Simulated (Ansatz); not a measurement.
L1₂ (Cu3Au-type) Ni3Fe was calculated with HSE06-D3(BJ) in Ansatz (plane waves, PAW).

Numerical settings: plane-wave cutoff 460 eV, 8×8×8 k mesh, Fermi–Dirac smearing 0.05 eV, spin-polarised with parallel moments, scalar-relativistic PAW data made under PBE.

The cell is scaled about its equilibrium volume:

| V (Å³/atom) | P (GPa) | moment (μB per cell of 4 atoms) |
|---|---|---|
| 10.278 | 12.00 | 6.03 |
| 10.548 | 5.72 | 6.07 |
| 10.667 | 3.17 | 6.08 |
| 10.818 | 0.15 | 6.09 |
| 11.089 | -4.67 | 6.09 |
| 11.359 | -8.80 | 6.10 |

Ansatz is a program for electronic structure.
